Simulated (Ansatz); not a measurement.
The starting structures come from a database of crystals and need not be the phases stable at ambient conditions.

Tunnelling through a barrier is set by its complex band structure: the current falls as exp(−2κd) with the smallest κ.

Given:

```xyz
12
Lattice="3.9054 0.0000 0.0000 -1.9527 5.4597 0.0000 0.0000 0.0000 12.6727" Properties=species:S:1:pos:R:3 pbc="T T T"
Si     1.9527     2.8093    11.9771
Si     0.0000     2.6505     0.6956
Si     0.0000     2.6505     5.6408
Si     1.9527     2.8093     7.0320
Si     0.0000     4.6811     1.9930
Si     1.9527     0.7787    10.6797
Si     1.9527     0.7787     8.3294
Si     0.0000     4.6811     4.3433
Si     1.9527     5.1460    11.5242
Si     0.0000     0.3137     1.1485
Si     0.0000     0.3137     5.1878
Si     1.9527     5.1460     7.4849
```

The cell is strained (lengths across the current scaled by 1.02, ions clamped); by r2SCAN it stands under a pressure of -3.1 GPa.

Transport runs along the normal of the first two printed cell vectors.

No gap correction and no spin-orbit coupling; mid-gap is the computed energy nearest the middle.

**Question.** Compute, with r2SCAN (Ansatz, a first-principles code), the band gap and the smallest decay constant κ at mid-gap.

**Answer.** Gap 0.71 eV on a 8×8×4 mesh; κ = 0.151 1/Å, at the zone centre.
